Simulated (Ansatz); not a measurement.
# GeSe2 (model structure, started from the rutile type, P4₂/mnm, No. 136, 6 atoms in the cell): properties by level of theory

| level (code) | lattice parameter a (Å) | lattice parameter c (Å) |
|---|---|---|
| PBE (Ansatz) | [?] | [?] |
| PBEsol (Ansatz) | 6.077 | [?] |
| PBE-D3(BJ) (Ansatz) | 6.086 | 3.790 |

Q: Some entries are withheld; supply them.

A: 
- PBE (Ansatz, an electronic-structure program), lattice parameter a (Å): 6.211
- PBE (Ansatz), lattice parameter c (Å): 3.806
- PBEsol (Ansatz), lattice parameter c (Å): 3.766

Ansatz's density-functional and Hartree–Fock values are scalar-relativistic unless marked +SOC, with PAW data made under PBE.

Static lattice: no zero-point or thermal effects.

A model structure was made by putting elements into a prototype or built by hand; it is no filed structure, need not be a known phase, and can be a saddle point held by its symmetry.
